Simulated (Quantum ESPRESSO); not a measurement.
Worked example: self-consistent single point of BaB₆ (Pm-3m, 7 atoms in the cell) in Quantum ESPRESSO.

Method of the run: LDA (PZ), GBRV 1.5 ultrasoft (LDA) pseudopotentials (plane waves; Quantum ESPRESSO 7.5).

```yaml
crystal:
  lattice:
    - [4.23065, 0.00000, 0.00000]
    - [0.00000, 4.23065, 0.00000]
    - [0.00000, 0.00000, 4.23065]
  atoms:
    - { symbol: Ba, position: [0.00000, 0.00000, 0.00000] }
    - { symbol: B, position: [0.20566, 0.50000, 0.50000] }
    - { symbol: B, position: [0.79434, 0.50000, 0.50000] }
    - { symbol: B, position: [0.50000, 0.20566, 0.50000] }
    - { symbol: B, position: [0.50000, 0.79434, 0.50000] }
    - { symbol: B, position: [0.50000, 0.50000, 0.20566] }
    - { symbol: B, position: [0.50000, 0.50000, 0.79434] }
```

Reference input (self-consistent single point, DFT, LDA (PZ), plane waves, GBRV 1.5 ultrasoft (LDA) pseudopotentials): ecutwfc = 40 Ry; ecutrho = 200 Ry; occupations = smearing; smearing = gauss; degauss = 0.0073499 Ry; potentials = {Ba: ba_lda_v1.uspp.F.UPF, B: b_lda_v1.4.uspp.F.UPF}; K_POINTS = automatic 10 10 10 0 0 0; conv_thr = 1e-11 Ry. This run's input differs from it in these lines:

```diff
@@ -36,3 +36,3 @@
 K_POINTS {automatic}
-10 10 10  0 0 0
+5 5 5  0 0 0
```

Log, with long lists cut:

```
     Self-consistent Calculation

     iteration #  1     ecut=    40.00 Ry     beta= 0.70

     negative rho (up, down):  9.358E-02 0.000E+00

     total energy              =    -108.58791865 Ry
     estimated scf accuracy    <       0.79735748 Ry

     iteration #  2     ecut=    40.00 Ry     beta= 0.70

     negative rho (up, down):  9.163E-02 0.000E+00

     total energy              =    -108.80075606 Ry
     estimated scf accuracy    <       0.30523820 Ry

     iteration #  3     ecut=    40.00 Ry     beta= 0.70

     negative rho (up, down):  9.053E-02 0.000E+00

     total energy              =    -108.87136175 Ry
     estimated scf accuracy    <       0.00229468 Ry

   [... 5 blocks of this kind left out ...]

     iteration #  9     ecut=    40.00 Ry     beta= 0.70

     negative rho (up, down):  9.001E-02 0.000E+00

     total energy              =    -108.87195903 Ry
     estimated scf accuracy    <          4.7E-11 Ry

     iteration # 10     ecut=    40.00 Ry     beta= 0.70

     negative rho (up, down):  9.001E-02 0.000E+00
     End of self-consistent calculation

     the Fermi energy is     9.3468 ev

!    total energy              =    -108.87195903 Ry
     estimated scf accuracy    <          3.4E-12 Ry
     smearing contrib. (-TS)   =      -0.00040319 Ry
     internal energy E=F+TS    =    -108.87155585 Ry

     convergence has been achieved in  10 iterations

     negative rho (up, down):  9.001E-02 0.000E+00

     Forces acting on atoms (cartesian axes, Ry/au):

     atom    1 type  1   force =     0.00000000    0.00000000    0.00000000
     atom    2 type  2   force =    -0.00629271   -0.00000000    0.00000000
     atom    3 type  2   force =     0.00629271    0.00000000   -0.00000000
     atom    4 type  2   force =     0.00000000   -0.00629271   -0.00000000
     atom    5 type  2   force =     0.00000000    0.00629271   -0.00000000
   [... lines left out ...]
     Total force =     0.015414     Total SCF correction =     0.000002
   [... lines left out ...]

     negative rho (up, down):  9.001E-02 0.000E+00
          total   stress  (Ry/bohr**3)                   (kbar)     P=      -14.20
  -0.00009650   0.00000000   0.00000000          -14.20        0.00        0.00
   0.00000000  -0.00009650   0.00000000            0.00      -14.20        0.00
   0.00000000   0.00000000  -0.00009650            0.00        0.00      -14.20

   JOB DONE.
```

The run converged in 10 iterations. Against the reference run the free energy hardly moves (within 1 meV/atom), the pressure hardly changes (-1.35 to -1.42 GPa) and the largest force goes from 0.099 to 0.162 eV/Å.

The starting cell comes from a database of computed structures (which also holds hypothetical and non-ambient phases and stackings), without a prior relaxation at this level. Its lattice was rescaled by a random factor within 2.5 % of one.
